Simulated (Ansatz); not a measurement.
A computed series for hypothetical CsCl type NbP: response to strain

The parent structure is NbP in the CsCl type structure (space group Pm-3m, No. 221; a = 3.110 Å; a hypothetical phase, not in the database extracts checked; relaxed with 0.1 eV smearing). Axes: x, y, z lie along the cube axes.

Strains are applied to the cell and any free atomic positions relax; under biaxial strain the out-of-plane vector relaxes too.

Levels (all Ansatz, an electronic-structure program, PAW): PBE (420 eV, no spin-orbit coupling); PBEsol (420 eV, scalar-relativistic without spin-orbit coupling).

The base cell above is that of PBE; each level relaxes its own structures.

Notes on the quantities. energy relative to the base: free energy F.

```tsv
case	energy relative to the base, PBE	energy relative to the base, PBEsol
biaxial strain +3.51 %, plane normal [001], relaxed out of plane	+45 meV/atom	+46 meV/atom
biaxial strain −1.02 %, plane normal [111], relaxed out of plane	+3.8 meV/atom	+4.1 meV/atom
strain tensor (xx, yy, zz, yz, xz, xy) = (+0.81, −0.30, −2.10, +0.81, −0.08, +0.12) %	+9.3 meV/atom	+9.5 meV/atom
strain tensor (xx, yy, zz, yz, xz, xy) = (−2.44, +2.28, +0.35, +1.74, −1.26, +0.48) %	+25 meV/atom	+25 meV/atom
strain tensor (xx, yy, zz, yz, xz, xy) = (−1.27, −0.59, −1.67, +0.44, +1.17, −0.18) %	+16 meV/atom	+17 meV/atom
strain tensor (xx, yy, zz, yz, xz, xy) = (+1.03, −1.48, +0.80, −0.03, −1.05, +0.66) %	+8.1 meV/atom	+8.4 meV/atom
```

The two levels differ by at most about 1.3 meV/atom. They put the cases in the same order.

Stability against distortions was not tested. All final runs are without spin polarisation.
